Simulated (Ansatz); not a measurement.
**NH2 on the 1x1 (110) surface of 3C silicon carbide (cut with top plane C + Si), one in a 2x2 cell, started at the site 'over C at depth 1.5 Å'**

Host crystal: 3C silicon carbide, with a band gap (PBE, scalar-relativistic without spin-orbit coupling).

All values below come from PBE (plane waves to 420 eV, PAW; Ansatz, a program for electronic structure).

Slab: 51 atoms, 7.7 Å thick at the start under the adsorbate (thin: gaps and levels are the slab's own); k 3x3x1, smearing 0.01 eV, dipole-corrected; 24 atoms held, the rest relaxed; held to the start's symmetry, so lower structures may exist; spin-polarised, ending with about 1.0 μB a cell; orders that need a larger cell were not tried, no spin-orbit, no U, no dispersion correction. At the end it is bonded to Si. In PBE it is, or lies within 0.03 eV of, the lowest of the starts that converged.

The adsorption energy against NH3(g) − ½ H2(g) comes out as -0.54 eV and the change of the step from the bottom to the top vacuum level, against the clean slab is -0.086 eV. The energy released by relaxation is 1.44 eV and the height of the binding atom over the mean of the host atoms within 0.3 Å of the top one comes out as 1.649 Å. The magnetic moment of the cell is 1.00 μB. The nearest host atoms of the binding atom is Si at 1.72 Å, C at 2.92 Å, C at 2.92 Å, the largest move of a host atom comes out as 0.40 Å and the cost comes out as around 60 core-minutes (rough).

A negative adsorption energy means that the adsorbate is more stable on the surface than in its reference.
